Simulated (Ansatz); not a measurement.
## Defect calculation: Ge_Sn in beta tin

Computed with PBE, PAW (plane waves to 420 eV; Ansatz, a program for electronic structure). Cell and caveats: 32-site cell; 5×5×3 Γ-centred k-points; start: the Sn site; no spin–orbit coupling; finite-size errors of tenths of an eV; the relaxation kept the symmetry of the starting site.

Neighbours after relaxation, in Å: of the Ge atom: Sn 2.93, Sn 2.93, Sn 2.93, Sn 2.93, Sn 3.11, Sn 3.11.

Formation energies E_f are those of the neutral cell. Chemical conditions: host crystal and elements as references (Δμ(Sn) = 0.00 eV, Δμ(Ge) = 0.00 eV; Ge taken from its element, since no compound that bounds it was computed at this level; only phases computed here count, gases as isolated molecules at 0 K). Reference phases: Ge: germanium, Sn: beta tin.

```json
[
 {"charge": "0", "moment (μB)": "not spin-polarised", "largest move off a lattice site (Å)": "0.15", "E_f, host crystal and elements as references (eV)": "0.33"}
]
```

All states together cost roughly 30 core-minutes.
